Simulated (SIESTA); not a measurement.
Band structure of Mg2Zn (C2/m, 6 atoms in the cell).

```
Mg2Zn
1.0
    5.68621    -1.60732     0.00000
    5.68621     1.60732     0.00000
   -1.79542     0.00000     6.24794
Mg Zn
4 2
Direct
  0.15985   0.15985   0.09235
  0.84015   0.84015   0.90765
  0.85867   0.85867   0.43962
  0.14133   0.14133   0.56038
  0.49134   0.49134   0.22168
  0.50866   0.50866   0.77832
```

Method: GGA PBEsol, numerical atomic orbitals DZP, PseudoDojo PBEsol standard norm-conserving potentials (rewritten from UPF to PSML) run with SIESTA.

Settings: XC.functional = GGA; XC.authors = PBEsol; potentials = PseudoDojo PBEsol standard; PAO.BasisSize = DZP; PAO.EnergyShift = 0.01 Ry; MeshCutoff = 300 Ry; kgrid.MonkhorstPack = 5 5 3; OccupationFunction = MP; OccupationMPOrder = 0; ElectronicTemperature = 0.1 eV; MaxSCFIterations = 150; SCF.Mixer.Method = Pulay; SCF.Mixer.Weight = 0.25; SCF.Mixer.History = 6.

The starting cell comes from a database of computed structures (which also holds hypothetical and non-ambient phases and stackings), without a prior relaxation at this level. Values carry the incompleteness of an atom-centred basis.

Levels in eV from the Fermi level, bands 37 to 42:
```csv
point,37,38,39,40,41,42
Γ,-4.49,-3.21,-3.16,-2.07,-1.13,3.00
Y,-4.83,-4.43,-2.15,-1.33,2.36,3.13
F,-3.34,-3.07,-2.90,-2.63,-0.22,1.84
L,-5.24,-5.10,-0.46,-0.03,2.21,2.21
I,-3.39,-3.15,-1.90,-1.80,0.68,0.73
I1,-3.39,-3.15,-1.90,-1.80,0.68,0.73
Z,-3.43,-3.41,-1.21,-0.80,-0.08,0.63
F1,-3.34,-3.07,-2.90,-2.63,-0.22,1.84
X1,-3.03,-2.56,-2.34,-0.13,0.45,1.00
X,-3.03,-2.56,-2.34,-0.13,0.45,1.00
N,-3.32,-3.12,-1.63,-1.46,0.29,0.40
M,-2.09,-1.68,-1.29,-1.19,-0.91,0.59
```

Bands cross the Fermi level along this path, so the cell is metallic at this level.

Higher empty bands are left out: an atom-centred basis made for the valence describes them poorly.
